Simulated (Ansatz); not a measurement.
**metastable zinc-blende CdS: the defect S vacancy (broken-bond start)**

Computed with PBE, PAW (plane waves to 420 eV; Ansatz, a first-principles code). A supercell of 64 sites (2×2×2 repeats of a cell of 8 atoms) was used; the energies come from a 2×2×2 shifted sampling of its zone. Sites at the start: the S site; a neighbour pushed 0.95 Å away from the vacancy. Energies of charged states are corrected for periodic images (point charge plus alignment at distant sites). Dielectric constants: PBE linear response of the host. Host gap at this level: 1.04 eV. These values are not converged in cell size to better than tenths of an eV. The semilocal functional narrows the gap, so deep levels can fall outside it. Spin–orbit coupling is left out. Each state is the lowest found from its start.

Formation energies E_f are given with the Fermi level at the valence-band maximum. Chemical conditions: Cd-rich (Δμ(S) = -1.33 eV; only phases computed here count, gases as isolated molecules at 0 K); S-rich (Δμ(S) = 0.00 eV; only phases computed here count, gases as isolated molecules at 0 K). Reference phases: S: S8 molecule in a box.

Charges with a result: +2, +1, 0. Others weren't obtained, and one of them could lie lower, also by skipping a charge.

| charge | moment (μB) | largest move off a lattice site (Å) | image correction with alignment (eV) | E_f, Cd-rich (eV) | E_f, S-rich (eV) |
|---|---|---|---|---|---|
| +2 | not spin-polarised | 0.63 | 0.32 | -0.60 | 0.73 |
| +1* | 1.0 | 0.28 | – | – | – |
| 0 | not spin-polarised | 0.57 | 0.01 | 1.39 | 2.72 |

* At this level the carrier isn't localised at the defect: at charge +1 electrons occupy the conduction band. Such a state is shallow or no state of the defect, and this cell gives it no level.

No other site or start that was run ended lower by more than 0.1 eV.

Flagged in the runs: a strain field that reaches the edge of the cell.
